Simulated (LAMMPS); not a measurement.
MD of Cu (fcc) at zero pressure, 2048 atoms, as a liquid; each row is its own run.

Method: classical MD, pair style adp, file AlCu.adp; code LAMMPS.

| T (K) | volume (Å³/atom) |
|---|---|
| 950 | 12.926 |
| 1090 | 13.096 |
| 1360 | 13.427 |
| 1490 | 13.591 |
| 1700 | 13.857 |
| 1770 | 13.952 |
| 1900 | 14.116 |
| 2170 | 14.491 |

Q: Fit a straight line, y = a + b x, to these rows (x is the first column, y the second) and predict the run at x = 1220.

A: Least squares gives a = 11.701 and b = 0.001275. At x = 1220 the fit predicts 13.256 Å³/atom. The run itself gave 13.257 ± 0.002 Å³/atom, so the fit is 0.0075 % low, within the run's error.

Caution (rows 950; 1090; 1220): this liquid lies under the melting point of about 1330 K that EAM-type AlCu.adp gives, so it is undercooled.
